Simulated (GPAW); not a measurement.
Band structure of KAu5 (P6/mmm, 6 atoms in the cell).

```
CELL_PARAMETERS angstrom
      5.63881     0.00000     0.00000
     -2.81940     4.88335     0.00000
      0.00000     0.00000     4.44592
ATOMIC_POSITIONS crystal
  K  0.00000 0.00000 0.00000
  Au 0.66667 0.33333 0.00000
  Au 0.33333 0.66667 0.00000
  Au 0.50000 0.00000 0.50000
  Au 0.50000 0.50000 0.50000
  Au 0.00000 0.50000 0.50000
```

Computed with LDA (Perdew-Wang 92), GPAW PAW datasets LDA (gpaw-data 1.0.1) (plane waves; GPAW).

Settings: mode = pw; ecut = 550 eV; xc = LDA; kpts = 6 6 6; mesh shift (steps) = 0 0 0; occupations.name = methfessel-paxton; occupations.width = 0.1 eV; occupations.order = 0; nbands = -12; symmetry.symmorphic = false; symmetry.tolerance = 0.0005; maxiter = 150; bandpath_npoints = 40.

The starting cell comes from a database of computed structures (which also holds hypothetical and non-ambient phases and stackings), without a prior relaxation at this level. Its lattice was rescaled by a random factor within 2.5 % of one. Spin-orbit coupling is off.

Levels in eV from the Fermi level, bands 29 to 36:
```csv
point,29,30,31,32,33,34,35,36
Γ,-1.44,-1.44,-0.85,0.88,1.39,1.39,2.03,2.03
M,-2.83,-2.78,-1.45,0.27,0.33,3.13,4.71,4.76
K,-2.66,-2.66,-1.92,-1.46,3.26,3.26,3.89,4.22
A,-1.66,-1.59,-1.59,-0.25,1.29,1.29,2.28,2.28
L,-2.46,-1.90,-1.70,-1.62,-0.59,1.80,2.18,2.45
H,-2.74,-2.10,-2.10,-0.95,-0.95,0.99,1.03,5.64
```

Bands cross the Fermi level along this path, so the cell is metallic at this level.
